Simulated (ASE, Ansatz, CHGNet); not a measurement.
## Fluorite PtAl₂, equilibrium lattice constant a

Reference value: 5.91 Å (measured, temperature not stated, copied from a table, unchecked, no zero-point or thermal correction; as tabulated in Crystal Structures 1, 239 (1963)).

```csv
level (code),value (Å),difference (%)
EMT (ASE),6.329,+7.09
CHGNet-r²SCAN,5.900,-0.17
LDA (Ansatz),5.853,-0.96
PBE (Ansatz),5.946,+0.61
PBEsol (Ansatz),5.896,-0.24
revPBE (Ansatz),5.972,+1.05
PBE-D4 (Ansatz),5.889,-0.36
PBEsol-D3(BJ) (Ansatz),5.843,-1.13
r²SCAN+rVV10 (Ansatz),5.892,-0.30
B3LYP (VWN-RPA form) (Ansatz),5.958,+0.81
LC-ωPBE (Ansatz),5.864,-0.78
Hartree–Fock (Ansatz),5.971,+1.03
```

The reference's temperature isn't stated, so close values are not ranked against it. Off by more than 2.50 %, or 3.50 % on the side where a correction would as a rule narrow the miss (bounds picked here): EMT (+7.09 %).

The reference isn't brought to a static lattice, while the calculations are for one, so the differences are not the levels' errors alone. A static lattice is as a rule a little smaller than the measured one. The crystal itself was run without spin with LDA, PBE, PBEsol, revPBE, PBE-D4, PBEsol-D3(BJ), r²SCAN+rVV10, B3LYP (VWN-RPA form), LC-ωPBE, Hartree–Fock; a magnetic state was not tried in these runs. Density-functional levels without +SOC have no spin–orbit coupling. Cutoffs and k meshes differ between the levels. Ansatz's density-functional and Hartree–Fock values are scalar-relativistic unless marked +SOC, with PAW data made under PBE.

Empirical potentials (EMT) are fitted to chosen data: where that held the value shown, agreement is built in, and what lay outside the fit can be far off. Machine-learned potentials (CHGNet-r²SCAN) are trained on DFT data: a solid inside that data is no test of them.

Differences are worked out from the printed values.

Ansatz is a program for electronic structure.
